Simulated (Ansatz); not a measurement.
Data:

```yaml
crystal:
  lattice:
    - [3.55557, 0.00000, 0.00000]
    - [0.00000, 3.55557, 0.00000]
    - [1.77779, -1.77779, 2.41556]
  atoms:
    - { symbol: N, position: [0.00000, 0.00000, 0.00000] }
    - { symbol: Y, position: [0.50000, 0.50000, 0.00000] }
```

No spin polarisation.

All numbers come from r2SCAN (Ansatz, a first-principles code), no SOC. Γ-centred 12×12×12 mesh, Fermi–Dirac width 0.05 eV.

Question: Predict the valence-band top at Γ, smallest direct gap and gap character.

Answer: 
- Valence-band top at Γ (three highest levels, from the VBM): 0.00, -0.16, -0.16 eV
- Smallest direct gap: 0.99 eV
- Gap character: indirect, Γ → M

The cells carry an imposed strain or load. Stability against distortions was not tested. The cell was made from YN in the rock salt structure (space group Fm-3m, No. 225) by this change: biaxial strain +2.71 %, plane normal [001], relaxed out of plane.
